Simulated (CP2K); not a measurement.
Band structure of Ba (Im-3m, 1 atom in the cell).

```
Ba
1.0
    4.38962     0.00000     0.00000
   -1.46321     4.13857     0.00000
   -1.46321    -2.06929     3.58411
Ba
1
Direct
  0.00000   0.00000   0.00000
```

Method: PBE, GPW, DZVP-MOLOPT-SR-GTH basis, GTH-PBE potentials (GTH_POTENTIALS) (CP2K).

Settings: CUTOFF = 500 Ry; REL_CUTOFF = 40 Ry; SMEAR/METHOD = FERMI_DIRAC; ELECTRONIC_TEMPERATURE = 1160.45 K; KPOINTS/SCHEME = MONKHORST-PACK 9 9 9; XC_FUNCTIONAL = PBE; Ba/BASIS_SET = DZVP-MOLOPT-SR-GTH-q10; Ba/POTENTIAL = GTH-PBE-q10; METHOD = GPW; EPS_DEFAULT = 1e-10; EXTRAPOLATION = USE_GUESS; NGRIDS = 5; SCF_GUESS = ATOMIC; EPS_SCF = 1e-06.

The starting cell has typed, rounded lattice constants, without a prior relaxation at this level. Its lattice was rescaled by a random factor within 2.5 % of one. Values carry the incompleteness of an atom-centred basis.

Levels in eV from the Fermi level, bands 2 to 7:
| point | 2 | 3 | 4 | 5 | 6 | 7 |
|---|---|---|---|---|---|---|
| Γ | -14.22 | -14.22 | -14.22 | -3.04 | 2.02 | 2.02 |
| H | -14.51 | -14.51 | -14.51 | -0.04 | -0.04 | 4.31 |
| N | -14.64 | -14.35 | -14.22 | -1.04 | 0.86 | 1.09 |
| P | -14.43 | -14.43 | -14.43 | 0.21 | 0.21 | 0.21 |

Bands cross the Fermi level along this path, so the cell is metallic at this level.

Higher empty bands are left out: an atom-centred basis made for the valence describes them poorly.
